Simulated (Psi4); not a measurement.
Psi4 1.11, PBE/def2-svp: Ti(OEt)2(H)2 (CC[O][TiH2][O]CC), 19 atoms. The geometry is a generated start, not checked to be a minimum at this level.

- task = gradient
- method = pbe
- basis = def2-svp
- memory = 7 GB
- scf_type = df (default)
- guess = auto, which took SAD (default)
- diis_max_vecs = 10 (default)
- scf_initial_accelerator = adiis (default)
- e_convergence = 1e-08 (default)
- d_convergence = 1e-08 (default)
- basis functions (reference run) = 175
- grid points (reference run) = 3418761

```xyz
19

Ti    -0.2782     0.2750     1.2858
O     -0.6589    -0.4204    -0.2400
C     -1.7083    -0.6632    -1.1114
C     -2.8349     0.3502    -0.8789
H     -1.3441    -0.5899    -2.1534
H     -2.0889    -1.6891    -0.9490
H     -2.4564     1.3571    -1.0740
H     -3.6784     0.1474    -1.5342
H     -3.1542     0.2866     0.1675
O      1.3621    -0.0754     1.7027
C      2.4968    -0.4336     0.9976
C      2.5330     0.2949    -0.3513
H      3.3924    -0.1717     1.5884
H      2.4983    -1.5281     0.8316
H      2.5134     1.3730    -0.1727
H      3.4310     0.0380    -0.9085
H      1.6467     0.0121    -0.9305
H     -1.1847    -0.4852     2.4311
H     -0.4865     1.9223     1.2992
```
Charge 0, spin multiplicity 1.

Yardstick: the run with dft_radial_points = 200, dft_spherical_points = 974, dft_pruning_scheme = none (default), which is not proven converged either. One run each, on a shared machine, so no times are given.

Settings tried, all else as in the reference:
- dft_radial_points = 75 (default), dft_spherical_points = 434
- dft_radial_points = 75 (default), dft_spherical_points = 302 (default), dft_pruning_scheme = robust
- dft_radial_points = 99, dft_spherical_points = 590, dft_pruning_scheme = treutler
- dft_radial_points = 35, dft_spherical_points = 110
- dft_radial_points = 50, dft_spherical_points = 194
- dft_radial_points = 75 (default), dft_spherical_points = 302 (default)
- dft_radial_points = 99, dft_spherical_points = 590, dft_pruning_scheme = robust
- dft_radial_points = 25, dft_spherical_points = 50
- dft_radial_points = 99, dft_spherical_points = 590
- dft_radial_points = 75 (default), dft_spherical_points = 302 (default), dft_pruning_scheme = treutler
- dft_radial_points = 150, dft_spherical_points = 770

**Question.** Which settings reproduce the reference to 10 meV/atom in energy, 100 meV/Å in forces (largest component)?

**Answer.** Within it: dft_radial_points = 150, dft_spherical_points = 770; dft_radial_points = 99, dft_spherical_points = 590, dft_pruning_scheme = robust; dft_radial_points = 99, dft_spherical_points = 590; dft_radial_points = 75 (default), dft_spherical_points = 434; dft_radial_points = 50, dft_spherical_points = 194; dft_radial_points = 75 (default), dft_spherical_points = 302 (default); dft_radial_points = 75 (default), dft_spherical_points = 302 (default), dft_pruning_scheme = robust. Outside: dft_radial_points = 99, dft_spherical_points = 590, dft_pruning_scheme = treutler; dft_radial_points = 75 (default), dft_spherical_points = 302 (default), dft_pruning_scheme = treutler; dft_radial_points = 35, dft_spherical_points = 110; dft_radial_points = 25, dft_spherical_points = 50.

```csv
setting,grid points,energy against the reference,difference in forces (largest component)
the reference,3418761,—,—
"dft_radial_points = 150, dft_spherical_points = 770",2040408,under 0.001 meV/atom,0.97 meV/Å
"dft_radial_points = 99, dft_spherical_points = 590, dft_pruning_scheme = robust",722285,+0.0014 meV/atom,2.0 meV/Å
"dft_radial_points = 99, dft_spherical_points = 590",1035711,under 0.001 meV/atom,2.1 meV/Å
"dft_radial_points = 75 (default), dft_spherical_points = 434",580470,+0.0099 meV/atom,2.4 meV/Å
"dft_radial_points = 50, dft_spherical_points = 194",175906,−0.85 meV/atom,16 meV/Å
"dft_radial_points = 75 (default), dft_spherical_points = 302 (default)",404248,−0.014 meV/atom,17 meV/Å
"dft_radial_points = 75 (default), dft_spherical_points = 302 (default), dft_pruning_scheme = robust",275998,−0.021 meV/atom,19 meV/Å
"dft_radial_points = 99, dft_spherical_points = 590, dft_pruning_scheme = treutler",535781,−1.2 meV/atom,140 meV/Å
"dft_radial_points = 75 (default), dft_spherical_points = 302 (default), dft_pruning_scheme = treutler",220822,−1.1 meV/atom,140 meV/Å
"dft_radial_points = 35, dft_spherical_points = 110",70049,+36 meV/atom,76 meV/Å
"dft_radial_points = 25, dft_spherical_points = 50",22843,−41 meV/atom,600 meV/Å
```

Total energies are compared; such shifts often cancel in part in energy differences. The gradients leave out the derivatives of the grid weights. No test of the SCF solution's stability was run. The tolerance is a choice made for this comparison.
